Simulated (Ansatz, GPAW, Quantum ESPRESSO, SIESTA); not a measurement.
# One structure in several programs: PdAu₃ (Pm-3m, 4 atoms in the cell)

Self-consistent single point, at a second geometry (lattice scaled by 0.98). First geometry:

```
PdAu3
1.0
    4.07108     0.00000     0.00000
    0.00000     4.07108     0.00000
    0.00000     0.00000     4.07108
Pd Au
1 3
Direct
  0.00000   0.00000   0.00000
  0.00000   0.50000   0.50000
  0.50000   0.00000   0.50000
  0.50000   0.50000   0.00000
```

Shared settings, as Ansatz (a program for electronic structure) writes them: kpoints.mp_grid.grid = 11 11 11; scf.occupations.method = gaussian; scf.occupations.width = 0.02 Ry. Potentials and cutoffs stand in the table.

```json
[
 {"code": "GPAW", "model": "PBEsol, GPAW PAW datasets PBEsol (made by gpaw-setup)", "ΔF from the first geometry (meV/atom)": "15.6", "pressure (GPa)": "8.70", "cutoff": "550 eV"},
 {"code": "Quantum ESPRESSO", "model": "PBEsol, GBRV 1.5 ultrasoft (PBESOL) pseudopotentials", "ΔF from the first geometry (meV/atom)": "-2.1", "pressure (GPa)": "5.47", "cutoff": "40 Ry"},
 {"code": "SIESTA", "model": "GGA PBEsol, numerical atomic orbitals TZP, PseudoDojo PBEsol standard norm-conserving potentials (rewritten from UPF to PSML)", "ΔF from the first geometry (meV/atom)": "-9.4", "pressure (GPa)": "4.01", "cutoff": "grid 400 Ry"},
 {"code": "Ansatz", "model": "PBEsol, PAW files made with PBE", "ΔF from the first geometry (meV/atom)": "-1.4", "pressure (GPa)": "5.55", "cutoff": "30.9 Ry"}
]
```

On Ansatz's run: spin-orbit coupling is off. Spin polarisation is off.

The spread over the programs that give each value: ΔF from the first geometry within 25.0 meV/atom; pressure within 4.69 GPa.

SIESTA uses small atom-centred bases, whose incompleteness enters pressures, forces and empty levels differently from a plane-wave cutoff. Ansatz's pressure is given at a fixed set of plane waves, as the other plane-wave codes print theirs; with its correction for the finite basis it is 5.60 GPa. In the pressure, GPAW (by 3.15) and SIESTA (by 1.54) lie more than 1 GPa from the median of the plane-wave programs.

The starting cell comes from a database of computed structures (which also holds hypothetical and non-ambient phases and stackings), without a prior relaxation at this level. For this run, on top of that: lattice scaled by 0.98.

Left out of this page: Elk and FLEUR (not drawn, or without a comparable value).

Keys are those of Ansatz 0.2.
